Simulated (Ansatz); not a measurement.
Results of LDA in Ansatz (PAW) for ZnS (R3m, No. 160, 10 atoms in the cell; start COD 9013410; the formula has other measured phases).

Numerical settings: plane-wave cutoff 520 eV, 10×10×10 k mesh, Fermi–Dirac smearing 0.01 eV, scalar-relativistic PAW data made under PBE.

Cell (relaxed at this level):

ZnS has the trigonal space group R3m, hexagonal axes (No. 160), Pearson symbol hR10. Lattice parameters: a = 3.739 Å, b = 3.739 Å, c = 46.028 Å, α = 90.00°, β = 90.00°, γ = 120.00°. Zn1 on 3a is surrounded by 4 S at 2.294–2.297 Å (tetrahedral). Zn2 on 3a has 4 S at 2.292 Å (tetrahedral). Zn3 on 3a is surrounded by 4 S at 2.293–2.297 Å (tetrahedral). Zn4 on 3a is coordinated by 4 S at 2.294–2.296 Å (tetrahedral). Zn5 on 3a sees 4 S at 2.294–2.296 Å (tetrahedral). S1 on 3a is coordinated by 4 Zn at 2.292–2.297 Å (tetrahedral). S2 on 3a sees 4 Zn at 2.292 Å (tetrahedral). S3 on 3a sees 4 Zn at 2.294–2.297 Å (tetrahedral). 2 further independent sites are not listed. (Neighbours: up to the widest gap in distance over summed covalent radii, below 1.35, at either atom; cation-cation and far metal-metal contacts left out.)
(The calculation used a cell of 10 atoms; values per cell refer to that cell.)

**Question.** Give the computed band gap.

**Answer.** 
- band gap = 2.17 eV (on the SCF k mesh)

Note: the relaxation could not lower the start's symmetry, so the cell can be a saddle point above a distorted one.

Static lattice: no zero-point or thermal effects.

It cost very roughly 13 core-minutes of CPU time.

Ansatz is a program for electronic structure.
